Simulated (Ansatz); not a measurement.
CsCl-type RuAl was calculated with PBE-D4 (PAW; Ansatz, an electronic-structure program).

Run with plane-wave cutoff 520 eV, 18×18×18 k mesh, Fermi–Dirac smearing 0.05 eV, no spin polarisation, scalar-relativistic PAW data made under PBE.

Computed points:

| V (Å³/atom) | E − E_lowest (meV/atom) |
|---|---|
| 12.412 | 36.07 |
| 12.676 | 15.44 |
| 12.940 | 3.72 |
| 13.204 | 0.00 |
| 13.468 | 3.45 |
| 13.732 | 13.34 |
| 13.997 | 29.00 |

Q: Fit the third-order Birch–Murnaghan equation and give B0 and B′.

A: V0 = 13.205 Å³/atom, B0 = 217 GPa, B′ = 4.4 (fit to the energies at full precision).

Computed values are for the static lattice.

It cost about 40 core-seconds (a rough figure) of CPU time.
